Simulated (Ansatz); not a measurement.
System: interstitial Ga in wurtzite GaN (charge state +3). Method: PBE, PAW (plane waves to 420 eV; Ansatz, a program for electronic structure).

Cell of 72 host sites held at the relaxed PBE lattice; one k-point at (0.125, 0.250, 0.250); Fermi-Dirac width 0.01 eV, spin-restricted; finite-size errors left in. No zero-point or tunnelling terms. The charge state is imposed; whether it is stable for some Fermi level was not computed. Sites that were not tried may lie lower.

Barriers: single points on a 2×2×2 k-point mesh shifted by half a step along c at the bands' geometries.

The step: several atoms move together, Ga the farthest. Atoms about the jump, Cartesian Å from the middle of the jump, before and after:

```tsv
atom	x0	y0	z0	x1	y1	z1
Ga1	-0.01	0.01	-1.31	0.01	-0.01	1.31
N2	-1.56	0.90	-0.53	-1.60	0.93	-0.52
N3	0.00	-1.78	-0.54	-0.01	-1.83	-0.51
N4	1.55	0.90	-0.53	1.59	0.93	-0.52
Ga5	-1.76	-1.01	0.29	-1.75	-0.99	-0.10
Ga6	1.75	-1.01	0.28	1.74	-1.00	-0.11
Ga7	0.00	2.03	0.29	-0.01	2.02	-0.10
N8	0.00	1.87	2.18	0.00	1.78	2.07
N9	-1.62	-0.94	2.18	-1.55	-0.89	2.07
N10	1.62	-0.94	2.18	1.55	-0.90	2.08
Ga11	-1.62	0.93	2.78	-1.75	1.01	2.89
Ga12	0.00	-1.88	2.78	0.00	-2.03	2.90
Ga13	1.62	0.93	2.78	1.75	1.01	2.89
Ga14	-1.75	1.00	-2.71	-1.62	0.93	-2.55
Ga15	0.00	-2.02	-2.70	0.00	-1.87	-2.55
Ga16	1.75	1.00	-2.71	1.61	0.93	-2.55
```

Question: Where do these atoms stand at the saddle point, and how high is it?

Answer: 
```json
[
 {"atom": "Ga1", "x": "-0.02", "y": "0.01", "z": "0.15"},
 {"atom": "N2", "x": "-1.58", "y": "0.93", "z": "-0.51"},
 {"atom": "N3", "x": "-0.01", "y": "-1.81", "z": "-0.51"},
 {"atom": "N4", "x": "1.57", "y": "0.92", "z": "-0.51"},
 {"atom": "Ga5", "x": "-1.98", "y": "-1.14", "z": "0.21"},
 {"atom": "Ga6", "x": "1.97", "y": "-1.10", "z": "0.21"},
 {"atom": "Ga7", "x": "-0.01", "y": "2.28", "z": "0.20"},
 {"atom": "N8", "x": "0.00", "y": "1.85", "z": "2.08"},
 {"atom": "N9", "x": "-1.60", "y": "-0.92", "z": "2.08"},
 {"atom": "N10", "x": "1.60", "y": "-0.92", "z": "2.09"},
 {"atom": "Ga11", "x": "-1.65", "y": "0.95", "z": "2.77"},
 {"atom": "Ga12", "x": "0.00", "y": "-1.90", "z": "2.77"},
 {"atom": "Ga13", "x": "1.65", "y": "0.95", "z": "2.77"},
 {"atom": "Ga14", "x": "-1.61", "y": "0.93", "z": "-2.56"},
 {"atom": "Ga15", "x": "0.00", "y": "-1.86", "z": "-2.56"},
 {"atom": "Ga16", "x": "1.61", "y": "0.93", "z": "-2.56"}
]
```
It lies 1.44 eV above the start and 1.44 eV above the end. The saddle point's order was not checked, and it lies on a symmetry element of the cell, where a band can be held.
